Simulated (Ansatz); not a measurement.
Given:

```yaml
crystal:
  lattice:
    - [0.00000, 3.04073, 3.04073]
    - [3.04073, 0.00000, 3.04073]
    - [3.04073, 3.04073, 0.00000]
  atoms:
    - { symbol: Cd, position: [0.00000, 0.00000, 0.00000] }
    - { symbol: Se, position: [0.75000, 0.75000, 0.75000] }
```

Calculation: PBEsol with spin-orbit coupling, rigid bands (plane waves, PAW; Ansatz, a quantum-chemistry and plane-wave program). How the cell was made: cell and atoms relaxed with PBEsol.

Question: What conductivity effective mass do dilute holes have at 300 K?

Answer: 0.76 mₑ.

Question: And the band gap?

Answer: 0.36 eV at this level; semilocal functionals usually fall short of the measured gap.

Rigid bands, one relaxation time for all states, no polarons.
